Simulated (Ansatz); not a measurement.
Start from MgS in the rock salt structure (space group Fm-3m, No. 225; a = 5.129 Å). Axes: x, y, z lie along the cube axes.

Level of theory: plane-wave PAW DFT at the LDA level (Ansatz, a first-principles code, 420 eV), scalar-relativistic without spin-orbit coupling.

For the base:

| Property | Result |
|---|---|
| Valence-band top at Γ | 0.00, 0.00, 0.00 eV |
| Electron mass | 0.53 mₑ along k, 0.28 mₑ across (at X) |

One thing is altered: tensile biaxial strain of 2.50 % in the plane normal to [001], as in epitaxy on a mismatched substrate; the out-of-plane cell vector and the atoms relax.

Task: What happens to the valence-band top at Γ?

Result: The valence-band top at Γ (three highest levels, from the VBM) goes from 0.00, 0.00, 0.00 eV to 0.00, 0.00, -0.18 eV.

Task: What does the calculation give for the electron mass after the change?

Result: The electron mass becomes 0.48 mₑ along k, 0.30 mₑ across (at X) (base: 0.53 mₑ along k, 0.28 mₑ across (at X)).

The levels and masses belong to the bands next to the band gap. Effective masses come from finite differences of ±0.01 Å⁻¹. Along k means along the line from Γ to the band edge. Stability against distortions was not tested.
